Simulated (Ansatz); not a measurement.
**Si: response to strain**

The reference is Si in the diamond structure (space group Fd-3m, No. 227; a = 5.434 Å). Axes: x, y, z lie along the cube axes.

Strains are applied to the cell and any free atomic positions relax; under biaxial strain the out-of-plane vector relaxes too.

Calculations: PBEsol (Ansatz, a program for electronic structure, PAW, spin-orbit coupling left out).

Notes on the quantities. energy relative to the base: free energy F.

```tsv
biaxial strain, plane normal [001], relaxed out of plane (%)	energy relative to the base (meV/atom)
-3	20.1
-2.5	13.8
-2	8.8
-1.5	4.9
-1	2.1
-0.5	?
0	0.0
```

### Question
Fit ΔE = Aε² + Bε³ (ε in %) to the rows shown and predict the withheld row.

### Answer
Least squares on the printed values gives A = 2.11 and B = -0.041 meV/atom (largest residual 0.1 meV/atom); this predicts 0.5 meV/atom, and the run gives 0.5 meV/atom, in agreement.

Stability against distortions was not tested.
